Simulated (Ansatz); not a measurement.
**PBE-D3(BJ) against r2SCAN+rVV10: MoS2, isotropic strain +0.86 %**

Consider MoS$_{2}$ in the 2H-MoS2 type structure (space group P6_3/mmc, No. 194; a = 3.149 Å, c = 12.091 Å; layered, stacked along the Cartesian z axis).

(Cell as relaxed with PBE-D3(BJ).)

Levels (all Ansatz, an electronic-structure program, PAW, earlier PAW set): PBE-D3(BJ) (420 eV, without spin-orbit coupling); r2SCAN+rVV10 (500 eV, without spin-orbit coupling).

Each level relaxes its own structure.

```json
[
 {"base": "volume per atom", "PBE-D3(BJ)": "17.31 Å³", "r2SCAN+rVV10": "18.08 Å³"},
 {"base": "lattice parameter a", "PBE-D3(BJ)": "3.149 Å", "r2SCAN+rVV10": "3.173 Å"},
 {"base": "band gap", "PBE-D3(BJ)": "0.78 eV", "r2SCAN+rVV10": "1.01 eV"}
]
```

Now apply this change: every lattice vector is stretched by 0.86 %; the atoms relax in the strained cell.

```tsv
quantity	PBE-D3(BJ)	r2SCAN+rVV10
pressure (mean of the normal stresses, compression positive)	-1.83 GPa	-1.82 GPa
energy relative to the base (free energy F)	+2.7 meV/atom	+2.7 meV/atom
largest internal atomic displacement	0.021 Å	0.021 Å
```

The two agree on the energy relative to the base and largest internal atomic displacement. Neither level is exact; r2SCAN+rVV10 is the comparison here, not a measurement.

No phonon test of stability was made.
